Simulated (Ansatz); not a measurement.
Levels about the gap of amorphous Hf$_{12}$La$_{4}$O$_{30}$ (46 atoms in a cell of 628 Å³, 8.40 g/cm³; zone centre alone, so wide bands show as single levels with stretches between that a denser mesh fills), at the geometry that PBE relaxed, where it gives 0.0 GPa on a denser mesh. The participation number counts the atoms over which a state spreads; weights are charges in smoothed Voronoi cells. The levels come from a single point, so bond lengths are those of that geometry. Method of the levels: PBE, scalar-relativistic without spin-orbit coupling (Ansatz, a program for electronic structure). Sampling: the zone centre alone; Fermi-Dirac width 0.02 eV; no spin polarisation.

A CHGNet melt-quench gave the starting glass, which DFT then relaxed. O atoms were pushed apart under 1.9 Å during the dynamics, to hinder bonds among them. The hot cell started wider than the set density and was brought back towards it in steps. It is the lowest in DFT energy of 2 quenches. It is a model cell: composition and starting density were chosen by hand, and all elements were melted together. No dispersion term was used. Its density started from a set value of 8.54 and ended at 8.40 g/cm³. Cooling (nominally 280 K/ps over its main leg) ran many orders faster than in experiment, which tends to leave more defects and strain. A cell of this size samples the disorder only roughly. The volume was free in the relaxation, at fixed shape. Stress components on the final sampling reach 1.5 GPa.

| E - E(highest filled), eV | filling | participation number | largest on | weight O | weight La | weight Hf |
|---|---|---|---|---|---|---|
| -0.38 | filled | 16.8 | O, 4 neighbours | 0.92 | 0.02 | 0.06 |
| -0.35 | filled | 14.5 | O, 3 neighbours | 0.94 | 0.02 | 0.04 |
| -0.24 | filled | 17.6 | O, 3 neighbours | 0.94 | 0.03 | 0.03 |
| -0.21 | filled | 15.1 | O, 3 neighbours | 0.94 | 0.02 | 0.04 |
| -0.14 | filled | 19.0 | O, 4 neighbours | 0.94 | 0.02 | 0.05 |
| -0.05 | filled | 14.2 | O, 3 neighbours | 0.94 | 0.02 | 0.04 |
| 0.00 | filled | 11.1 | O, 3 neighbours | 0.94 | 0.02 | 0.03 |
| 4.10 | empty | 14.7 | La, 7 neighbours | 0.40 | 0.37 | 0.23 |
| 4.16 | empty | 23.0 | Hf, 7 neighbours | 0.35 | 0.25 | 0.40 |
| 4.28 | empty | 21.8 | Hf, 7 neighbours | 0.38 | 0.20 | 0.41 |
| 4.35 | empty | 18.7 | La, 7 neighbours | 0.34 | 0.29 | 0.37 |
| 4.44 | empty | 14.1 | La, 7 neighbours | 0.34 | 0.33 | 0.34 |
| 4.48 | empty | 11.9 | La, 7 neighbours | 0.28 | 0.37 | 0.34 |
| 4.55 | empty | 7.0 | La, 8 neighbours | 0.21 | 0.61 | 0.18 |

Most localised among these is the empty level at +4.55 eV, on a La atom, which has 8 neighbours (O 2.26 Å, O 2.44 Å, O 2.50 Å, O 2.57 Å, O 2.58 Å, O 2.59 Å, O 2.60 Å, La 3.82 Å).
